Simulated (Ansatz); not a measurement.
## AgBr: pressure −2 GPa

The parent structure is AgBr in the rock salt structure (space group Fm-3m, No. 225; a = 5.841 Å).

Perturbation: hydrostatic tension (pressure −2 GPa).

Level of theory: Kohn–Sham DFT with the PBE functional, run in Ansatz (a quantum-chemistry and plane-wave program) with PAW and 420 eV plane waves, spin-orbit coupling left out. k-mesh 10×10×10 (Γ-centred); smearing 0.05 eV (Fermi–Dirac).

```tsv
quantity	base	changed	shift
volume per atom	24.91 Å³	26.46 Å³	+1.55 Å³
density	6.26 g/cm³	5.89 g/cm³	-0.37 g/cm³
lattice parameter a	5.841 Å	5.960 Å	+0.119 Å
shortest interatomic distance	2.920 Å	2.980 Å	+0.060 Å
enthalpy H = E + PV relative to the base's energy	–	-0.32 eV/atom	–
band gap	0.69 eV	0.72 eV	+0.03 eV
gap character	indirect, L → Γ	indirect, L → Γ	–
mean gap deformation potential ΔEg/Δln V	–	+0.5 eV	–
width of the top valence band	2.16 eV	2.03 eV	-0.13 eV
electron mass	0.19 mₑ (at Γ)	0.20 mₑ (at Γ)	–
valley order (the lowest conduction-band minima on the path, energy above the VBM, named in the base's zone)	Γ 0.69 eV; X along ⟨100⟩ 1.71 eV	Γ 0.72 eV; X along ⟨100⟩ 1.82 eV	–
```

Final structure:

```xyz
2
Lattice="0.0000 2.9799 2.9799 2.9799 0.0000 2.9799 2.9799 2.9799 0.0000" Properties=species:S:1:pos:R:3 pbc="T T T"
Br     0.0000     0.0000     0.0000
Ag     2.9799     2.9799     2.9799
```

Cost of the whole job for the changed cell (relaxation, final SCF and bands): very roughly 8 core-seconds.

Load acts through the strain it causes; cell and atoms are relaxed under it. Masses are band curvatures over ±0.01 Å⁻¹ around the edge. No phonon test of stability was made.
